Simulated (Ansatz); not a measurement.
A periodic model of amorphous Te26O31:

```xyz
57
Lattice="11.2307 -0.2800 0.2566 -0.2800 10.2999 0.1745 0.2566 0.1745 11.3391" Properties=species:S:1:pos:R:3 pbc="T T T"
Te     5.1679     2.6867     0.9415
Te     5.8574     5.4861     4.0839
Te    10.2870     6.8961     4.8926
Te     0.3209     2.1828     8.1126
Te     2.3986     6.8144     4.3112
Te     7.8625     7.0306     0.9666
Te     4.1041     3.4517     3.5342
Te     7.3910     1.0604     1.8992
Te     8.0768     9.7408     6.2090
Te     3.0381     0.8347     0.2593
Te     6.6832     6.0562     8.1949
Te     0.4092     3.5118     2.8680
Te     2.5233     6.8855     7.9564
Te    10.2588     5.3422     8.3852
Te     7.6475     2.6198     8.7752
Te     1.9190     3.2802    10.0971
Te    10.6089     9.9707     2.9351
Te     5.7360     7.0287    10.5794
Te     5.4057     9.9549     3.6682
Te    10.1118     4.1553    11.5019
Te     8.3386     3.9255     4.8081
Te     5.1345     2.4364     6.5169
Te     1.5142     0.3891     5.3236
Te     0.5522     9.1076     9.7865
Te     4.6720     9.7271     7.9764
Te     4.0134     8.6777     1.6871
O      9.2882     8.0522    11.1959
O      1.4703     8.4165     4.6751
O     10.3848     3.2644     4.5154
O      8.7567     9.9453     2.7922
O      9.2047     0.0104     7.5472
O      6.2762     9.0972     7.1378
O      3.5369     8.3356     7.0481
O      8.6825     4.3313     6.5953
O      0.9861     9.9756    11.3789
O     10.8947     5.5247    10.3298
O      8.6961     7.9427     6.0010
O      1.1576     0.2761     8.3513
O     10.2614     7.8743     3.3024
O     10.8968    -0.0889     4.7905
O      7.2416     2.3449    10.5455
O     10.8265     1.7275     2.2356
O      9.0083     5.6865     4.0820
O      2.5955     6.0699     6.0935
O      1.1958     2.1232     6.3805
O      4.2618     0.5904     6.3413
O      2.0460     1.3420     3.8414
O      5.7591     1.5058     8.1703
O      0.6376     7.1526     7.7264
O      2.3135     8.3319     9.4873
O      6.7709     2.1430     5.6881
O      6.3010     4.0492     8.3248
O      9.1024     3.9793     9.3735
O      0.2694     4.3069     7.5959
O      8.3497     5.0933     0.7394
O      0.7494     5.9278     3.8524
O     10.9360     4.4984     1.7422
```

The numbers are results of PBE, scalar-relativistic without spin-orbit coupling (plane waves to 420 eV, PAW; Ansatz, a program for electronic structure), not measurements. The usual formal charges leave 42 electrons over, so the level spacing at the Fermi energy parts defect or band states and needn't be the band gap.

Preparation: random packing, a CHGNet melt and quench, and a DFT relaxation. O atoms were pushed apart under 1.9 Å during the dynamics, to hinder bonds among them. The hot cell started wider than the set density and was brought back towards it in steps. It is the lowest in DFT energy of 3 quenches. It is a model cell: composition and starting density were chosen by hand, and all elements were melted together. No dispersion term was used. Its density started from a set value of 6.13 and ended at 4.84 g/cm³. Cooling (nominally 230 K/ps over its main leg) ran many orders faster than in experiment, which tends to leave more defects and strain. One small periodic cell is one sample of the glass; other quenches scatter about these values. Volume and shape were free in the relaxation.

Bonds are counted up to Te-Te 3.23 Å, Te-O 2.72 Å, O-O 1.58 Å. Two cations that share two anions don't count as bonded, nor two that share one unless they lie closer than Te-Te 2.95 Å.

### Question
Give the coordination numbers, mean bond lengths and angles.

### Answer

The mean coordination of Te by anions comes out as 2.46 (6 with 0, 4 with 1, 1 with 2, 4 with 3, 9 with 4, 2 with 5); 24 close contacts or bonds to cations besides and the mean coordination of O is 2.06 (3 with 1, 23 with 2, 5 with 3). The mean Te-O bond comes out as 2.085 Å (spread 0.225 Å, 64 counted), the mean Te-Te bond comes out as 2.875 Å (spread 0.119 Å, 12 counted) and the bond angle at Te comes out as mean 102.9°, spread 27.8°. The bond angle at O is mean 124.8°, spread 14.9°.

### Question
List the pairs of like atoms that count as bonded by the rules above.

### Answer
Te1-Te10 (2.90 Å), Te1-Te7 (2.90 Å), Te1-Te8 (2.92 Å), Te2-Te7 (2.74 Å), Te2-Te21 (3.02 Å), Te4-Te16 (2.77 Å), Te6-Te18 (2.95 Å), Te8-Te19 (2.72 Å), Te10-Te16 (3.05 Å), Te10-Te26 (3.03 Å), Te11-Te18 (2.74 Å), Te19-Te26 (2.74 Å).
